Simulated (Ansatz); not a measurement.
Start from KTaO3 in the cubic perovskite structure (space group Pm-3m, No. 221; a = 4.023 Å).

Perturbation: cell and atoms relaxed at a pressure of 9 GPa.

Levels (all Ansatz, a program for electronic structure, PAW, earlier PAW set): PBE (420 eV, no spin-orbit coupling); r2SCAN (500 eV, no spin-orbit coupling); HSE06 (420 eV, no SOC); PBE+SOC (420 eV, noncollinear with spin-orbit coupling).

One geometry, relaxed with PBE, under each level:

Notes on the quantities. electron mass: degenerate bands, along [100]; hole mass: degenerate bands, along [100].

```tsv
level	band gap	lowest conduction level above the VBM at special points	electron mass	hole mass	pressure
PBE	2.27 eV	Γ 2.27 eV; X 2.44 eV; M 5.22 eV; R 6.67 eV	–	–	90.0 kbar
r2SCAN	2.69 eV	Γ 2.69 eV; X 2.85 eV; M 5.63 eV; R 7.11 eV	–	–	39.1 kbar
HSE06	3.64 eV	Γ 3.64 eV; X 3.81 eV; M 6.81 eV	–	–	–
PBE+SOC	2.13 eV	Γ 2.13 eV; X 2.42 eV; M 5.07 eV; R 6.52 eV	0.26, 0.73 mₑ (at Γ)	1.0, 2.7 mₑ (at R)	88.1 kbar
```

Single points use the geometry relaxed with PBE. Their cutoffs differ, which shifts pressures a little. HSE06 gaps are upper bounds (no full band path). Differences between runs with and without spin-orbit coupling are approximate. Spin-orbit coupling, missing from the scalar runs, can matter with Ta. Load acts through the strain it causes; cell and atoms are relaxed under it. Effective masses come from finite differences of ±0.01 Å⁻¹. Stability against distortions was not tested. No other phases were tried under pressure.
